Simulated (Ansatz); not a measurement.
The starting structures come from a database of crystals and need not be the phases stable at ambient conditions.

 Where the default PAW files enter, the runs use the earlier of Ansatz's two default sets.

By PBEsol, the system below comes out a metal.

The ballistic (Sharvin) conductance counts the channels at the Fermi level: G/A = (e²/h) × channels of both spins per area.

```xyz
3
Lattice="4.2054 0.0000 0.0000 0.0000 5.2417 0.0000 2.1027 0.0000 3.6420" Properties=species:S:1:pos:R:3 pbc="T T T"
Ba     0.0000     0.0000     0.0000
Si     4.2054     2.6208     2.4280
Si     2.1027     2.6208     1.2140
```

Space group of this cell: P6/mmm. The cell is strained (all lengths scaled by 1.02); by PBEsol its mean pressure is -4.3 GPa.

The current flows along the normal of the first two printed cell vectors, the (100) plane of the conventional cell. No spin-orbit coupling; the value is a mean over 0.1 eV about the Fermi level.

Task: Estimate the ballistic conductance per area that PBEsol in Ansatz (a quantum-chemistry and plane-wave program) returns for this system.

Result: 0.72 × 10¹⁵ S/m² for both spins.
